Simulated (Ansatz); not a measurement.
# NdB4 (P4/mbm, No. 127)

Computed with PBEsol (Ansatz, a program for electronic structure, plane waves, PAW).

Settings: plane-wave cutoff 520 eV, 8×8×14 k mesh (along the axes of the cell as run), Fermi–Dirac smearing 0.05 eV, spin-polarised with parallel moments, scalar-relativistic PAW data made under PBE.

Cell: relaxed at this level.

For NdB4 (P4/mbm, No. 127), the band gap is zero (no gap). The lattice parameter a comes out as 7.126 Å and the lattice parameter c is 4.046 Å.

Note: the magnetic order was assumed, not searched for or taken from measurement; the relaxation could not lower the start's symmetry, so the cell can be a saddle point above a distorted one; the 4f shell is treated without U or exact exchange, so its levels and filling can be wrong.

Spin–orbit coupling is not included; it can open a gap where bands touch, and shift volumes and moduli.

Computed values are for the static lattice.
